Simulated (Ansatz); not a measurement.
The reference is HfS₂ in the CdI2 type structure (space group P-3m1, No. 164; a = 3.547 Å, c = 5.577 Å; layered, stacked along the Cartesian z axis). Axes: x lies along a and z along c of the hexagonal cell.

One thing is altered: the cell is compressed by 1.00 % along x with no lateral relaxation; the atoms relax in the strained cell.

Method: Ansatz (a quantum-chemistry and plane-wave program) PBEsol-D3(BJ), no spin-orbit coupling.

Q: Give the band edges at the high-symmetry points of the new zone, measured from its valence-band maximum.

A: 
| point | valence edge (eV) | conduction edge (eV) |
|---|---|---|
| Γ | 0.00 | 1.59 |
| C | -1.97 | 2.35 |
| C₂ | -1.97 | 2.35 |
| Y₂ | -1.70 | 0.61 |
| M₂ | -1.06 | 0.37 |
| D | -2.22 | 2.61 |
| D₂ | -2.22 | 2.61 |
| A | -0.51 | 1.50 |
| L₂ | -1.05 | 0.41 |
| V₂ | -1.78 | 0.59 |

The gap is 0.37 eV, indirect, Γ → M₂.

With Hf present, leaving out spin-orbit coupling can change the band edges. Whether these cells are dynamically stable was not tested. Labels are those of the standard path for the cell's own space group.
